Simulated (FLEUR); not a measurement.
FLEUR run on Ni₃Se₂ (R32, 5 atoms in the cell): self-consistent single point.

Computed with FLEUR with PBEsol, all-electron FLAPW (FLEUR), scalar-relativistic valence.

```xyz
5
Lattice="2.9386 1.6966 2.3554 -2.9386 1.6966 2.3554 0.0000 -3.3932 2.3554" Properties=species:S:1:pos:R:3 pbc="T T T"
Ni    -1.4883     1.6966     2.3554
Ni    -0.7251    -2.1372     2.3554
Ni     2.2135     0.4406     2.3554
Se     0.0000     0.0000     1.8223
Se     0.0000     0.0000     5.2440
```

Reference input (self-consistent single point, DFT, LDA (Perdew-Zunger), all-electron FLAPW (FLEUR), scalar-relativistic valence): Kmax = 3.9 1/bohr; GmaxXC = 15.6 1/bohr; xcFunctional = pz; jspins = 1; l_soc = F; mode = gauss; fermiSmearingEnergy = 0.00367493 Htr; mesh (inpgen div1-3) = 7 7 7; inpgen gamma flag = false; Gmax = 15.6 1/bohr; numbands = 0; maxIterBroyd = 15. This run's input differs from it in these lines:

```diff
@@ -17,3 +17,3 @@
 &comp jspins=1 /
-&exco xctyp='pz' /
+&exco xctyp='PBEs' /
 &kpt div1=7 div2=7 div3=7 /
@@ -30,3 +30,3 @@
       <coreElectrons ctail="T" frcor="F" kcrel="0" coretail_lmax="0"/>
-      <xcFunctional name="pz" relativisticCorrections="F"/>
+      <xcFunctional name="PBEs" relativisticCorrections="F"/>
       <magnetism jspins="1"/>
```

Output (repeated stretches shortened):

```
 Iteration:     1   Distance:      22.47100819 me/bohr^3
 Iteration:     2   Distance:      15.99451108 me/bohr^3
 Iteration:     3   Distance:      10.34854143 me/bohr^3
 Iteration:     4   Distance:       5.16154529 me/bohr^3
 Iteration:     5   Distance:       3.21001494 me/bohr^3
   [... 10 lines left out ...]
 Iteration:    16   Distance:       0.00008797 me/bohr^3
 Iteration:    17   Distance:       0.00004469 me/bohr^3
 Iteration:    18   Distance:       0.00002239 me/bohr^3
 Iteration:    19   Distance:       0.00000939 me/bohr^3
 Reset of history
 Run finished successfully
 Stop message:
   Structural relaxation: new displacements generated

[file out, last iteration]
             iter=     20
[...]
          total density-effective poten   -1.5019214778E+04
          total charge density-energy d   -3.5987680753E+02
 Updated energy parameters for spin:           1
[...]
 fermi energy and band-weighting factors:
   [... 5 lines left out ...]

[...]
FERMIE:
          first approx. to ef    (T=0)  :   0.357957 htr   (energy of the highest occ. eigenvalue)
          number of occ. states  (T=0)  :       1760
          first approx. to seigv (T=0)  : -55.552296 htr
          sum of weights of occ. states :  40.020408
          sum of semicore charge        :   0.000000 e
          fermi energy=   0.35833 har   work function=  -9.75078 ev
   [... lines left out ...]
          total moment                 =     0.00000
 Direct bandgap for spin            1 :    8.9575074470850669E-003  Htr
 ---->    free energy=                     -9415.8651022446 htr
   [... lines left out ...]
      extrapolation for T->0
 ---->    total electron energy=           -9415.8651022446 htr
 ***** TOTAL FORCES ON ATOMS *****
 TOTAL FORCE FOR ATOM TYPE=  1  X=  2.741   Y=  0.000   Z=  0.000
                       FX_TOT= 0.002579 FY_TOT= 0.000000 FZ_TOT= 0.000000
 TOTAL FORCE FOR ATOM TYPE=  2  X=  0.000   Y=  0.000   Z=  3.444
                       FX_TOT= 0.000000 FY_TOT= 0.000000 FZ_TOT= 0.008307
```

The run converged in 19 iterations. FLEUR gives forces in its relaxation mode, with a further iteration, so its stop message speaks of a relaxation. Against the reference run the largest force goes from 0.250 to 0.427 eV/Å.

The starting cell comes from a database of computed structures (which also holds hypothetical and non-ambient phases and stackings), without a prior relaxation at this level. Its lattice was rescaled by a random factor within 2.5 % of one. Spin polarisation is off, so a magnetic state, if there is one, cannot be reached. Values depend on the basis (sphere radii, cutoffs, local orbitals), which need not be converged. The log's line on a gap gives a spacing of levels on this mesh, which the program prints for metals too.

Cost on one core of a shared machine: roughly 3 min.
